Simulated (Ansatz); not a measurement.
We consider fluorite NiSi2, described by r²SCAN+rVV10 (plane waves, PAW; Ansatz, a program for electronic structure).

Numerical settings: plane-wave cutoff 500 eV, 12×12×12 k mesh, Fermi–Dirac smearing 0.05 eV, no spin polarisation, scalar-relativistic PAW data made under PBE.

Computed at the level's own relaxed cell.

**Question.** Give the computed equilibrium volume per atom and lattice parameter a.

**Answer.** 
* **equilibrium volume per atom**: 12.94 Å³/atom
* **lattice parameter a**: 5.374 Å

Measured, for comparison: equilibrium volume per atom 13.17 Å³/atom, lattice constant a 5.406 Å (temperature not stated, no zero-point or thermal correction; as tabulated in Wikipedia's data pages). Computed (rounded) less measured: equilibrium volume per atom -1.7 %, lattice constant a -0.6 %. A static lattice is as a rule a little smaller and stiffer than an uncorrected measurement, which narrows the difference in the equilibrium volume per atom, lattice constant a and would widen misses of the other sign.

The computed numbers hold no vibrational or temperature effects.
